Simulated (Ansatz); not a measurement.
The parent structure is Zr in the hcp (Mg type) structure (space group P6_3/mmc, No. 194; a = 3.230 Å, c = 5.179 Å; relaxed with 0.1 eV smearing).

Level of theory: PBE, PAW, 420 eV (Ansatz, a program for electronic structure; no spin-orbit coupling).

Base values:

| Property | Result |
|---|---|
| Pressure | 0.0 GPa |
| Band gap | zero |

Modification: an isotropic linear strain of +0.89 %; the atoms relax in the strained cell.

**Question.** How does this affect the pressure, energy relative to the base and band gap?

**Answer.** The pressure (mean of the normal stresses, compression positive) goes from zero to -2.4 GPa; the energy rises by 4.8 meV/atom; the band gap stays zero.

No phonon test of stability was made. The final runs are not spin-polarised.
